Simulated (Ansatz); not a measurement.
Consider TiO₂ in the rutile structure (space group P4_2/mnm, No. 136).

```
CELL_PARAMETERS angstrom
      4.59117     0.00000     0.00000
      0.00000     4.59117     0.00000
      0.00000     0.00000     2.93906
ATOMIC_POSITIONS crystal
  Ti 0.00000 0.00000 0.00000
  Ti 0.50000 0.50000 0.50000
  O  0.30444 0.30444 0.00000
  O  0.80444 0.19556 0.50000
  O  0.19556 0.80444 0.50000
  O  0.69556 0.69556 0.00000
```

Levels (all Ansatz, a program for electronic structure, PAW): PBEsol (420 eV, scalar-relativistic without spin-orbit coupling); HSE06 (420 eV, no spin-orbit coupling).

Its gap is 1.87 eV with PBEsol and 3.40 eV with HSE06.

Perturbation: every Ti is replaced by Ce, then cell and atoms are relaxed.

With PBEsol the gap becomes 2.12 eV.

Q: If the HSE06 correction stayed the same, what would the HSE06 gap be, and what does the HSE06 run give?

A: A rigid correction of +1.53 eV gives 3.65 eV. The HSE06 run gives 3.92 eV, so the correction itself changes by +0.27 eV.

Single points use the geometry relaxed with PBEsol. HSE06 was sampled on its mesh, a few special points and the semilocal edge points, so its gap is an upper bound. Stability against distortions was not tested. For CeO2 in this form, whether it has been made was not checked. Starting moments died away, wholly or in part, for Ti → Ce; another magnetic solution may exist. The final runs are not spin-polarised.
